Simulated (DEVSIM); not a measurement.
System: Cr/SiO2/n-Si capacitor, at 300 K.

Layer 1 from the left is SiO2, thickness (nm) 1.10. Layer 2 from the left is Si, thickness (nm) 900, Nd (cm⁻³) 4.1e17.

Metal gate on the left, work function 4.5 eV. Fixed charge at the semiconductor interface -5.3e11 cm⁻² (in units of +e); interface traps 3.5e11 cm⁻² eV⁻¹, uniform in energy, neutral level at 0.5 of the gap above the valence band.

The device is made up for the run: typed textbook-type constants, with dimensions and the other settings drawn at random. Values at 300 K.

SiO2: gap (eV) 9, affinity (eV) 0.9, permittivity 3.9. Si: gap (eV) 1.124, affinity (eV) 4.05, permittivity 11.7, Nc (cm⁻³) 2.86e19, Nv (cm⁻³) 3.1e19.

Model (solved in DEVSIM): 1D Poisson equation in equilibrium, Boltzmann statistics, complete ionisation; no quantum confinement or tunnelling. Metal contacts follow the ideal Schottky-Mott rule: no Fermi-level pinning, no interface dipoles.

Question: What does the simulation give for the threshold voltage (band bending 2φF), the flat-band voltage?

Answer: threshold voltage (band bending 2φF) -0.65 V; flat-band voltage 0.38 V.
